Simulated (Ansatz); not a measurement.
The parent structure is Ti in the hcp (Mg type) structure (space group P6_3/mmc, No. 194; relaxed with 0.1 eV smearing).

```
CELL_PARAMETERS angstrom
      2.90164     0.00000     0.00000
     -1.45082     2.51289     0.00000
      0.00000     0.00000     4.59296
ATOMIC_POSITIONS crystal
  Ti 0.66667 0.33333 0.75000
  Ti 0.33333 0.66667 0.25000
```

Cartesian axes are those of the cell as printed.

All numbers come from Ansatz (a program for electronic structure) PBEsol, spin-orbit coupling left out.

Strains are applied to the cell and any free atomic positions relax.

One change was made to it. Results:

```tsv
quantity	base	after
pressure (mean of the normal stresses, compression positive)	0.0 GPa	-0.6 GPa
energy relative to the base (free energy F)	0 meV/atom	+0.2 meV/atom
```

Question: Which change produced these results?
(A) uniaxial strain ε_xx = +2.00 %
(B) uniaxial strain ε_xx = −2.50 %
(C) uniaxial strain ε_xx = −1.00 %
(D) uniaxial strain ε_xx = +0.50 %

Answer: D, uniaxial strain ε_xx = +0.50 %. For comparison, the pressure in the other runs: uniaxial strain ε_xx = −2.50 % gives 3.1 GPa; uniaxial strain ε_xx = +2.00 % gives -2.3 GPa; uniaxial strain ε_xx = −1.00 % gives 1.2 GPa.

No phonon test of stability was made. All final runs are without spin polarisation.
